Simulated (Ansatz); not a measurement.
Ga vacancy + Te on the Sb site (zinc-blende GaSb host)

Computed with PBE, PAW (plane waves to 420 eV; Ansatz, a quantum-chemistry and plane-wave program). Details: 64-site cell; 2×2×2 shifted k-points; start: the Ga site; Sb 2.69 Å away; no spin–orbit coupling; the functional closes the host's gap; not converged in cell size; relaxed from one start, so a lower configuration may exist.

Neighbours after relaxation, in Å: of the emptied site: Sb 2.36, Sb 2.37, Sb 2.37, Te 2.56; of the Te atom: Ga 2.74, Ga 2.74, Ga 2.74.

The name describes the start; the neighbours show where the atoms ended.

```csv
charge,moment (μB),largest move off a lattice site (Å)
0,not spin-polarised,0.33
```

All states together cost roughly 80 core-minutes.
